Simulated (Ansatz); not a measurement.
The starting structures come from a database of crystals and need not be the phases stable at ambient conditions.

The decay constant κ of evanescent states in the gap governs leakage through a thin film.

```
BaBrH5O3
1.0
    6.47657     0.00000     0.00000
    0.00000    11.82369     0.00000
    3.23829     0.00000     3.23829
Ba H Br O
2 10 2 6
Direct
  0.00000   0.80993   0.50000
  0.50000   0.19007   0.50000
  0.82008   0.62507   0.17992
  0.50000   0.62507   0.17992
  0.17992   0.62507   0.82008
  0.50000   0.62507   0.82008
  0.32008   0.37493   0.17992
  0.00000   0.37493   0.82008
  0.67992   0.37493   0.82008
  0.00000   0.37493   0.17992
  0.50000   0.48819   0.50000
  0.00000   0.51181   0.50000
  0.50000   0.90507   0.50000
  0.00000   0.09493   0.50000
  0.00000   0.67549   0.00000
  0.50000   0.67549   0.00000
  0.50000   0.32451   0.00000
  0.00000   0.32451   0.00000
  0.50000   0.57006   0.50000
  0.00000   0.42994   0.50000
```

Space group of this cell: P4/nmm. The cell was relaxed by PBE-D3(BJ); by r2SCAN its mean pressure is -0.7 GPa.

Transport runs along the normal of the first two printed cell vectors, the (110) plane of the conventional cell.

The gap is the functional's own. No spin-orbit coupling. Mid-gap values are interpolated on the energy grid.

**Question.** Give the band gap and the smallest decay constant κ at mid-gap that r2SCAN run with Ansatz (a program for electronic structure) yields.

**Answer.** Gap 5.47 eV on a 10×4×10 mesh; κ = 0.354 1/Å, at the zone centre.
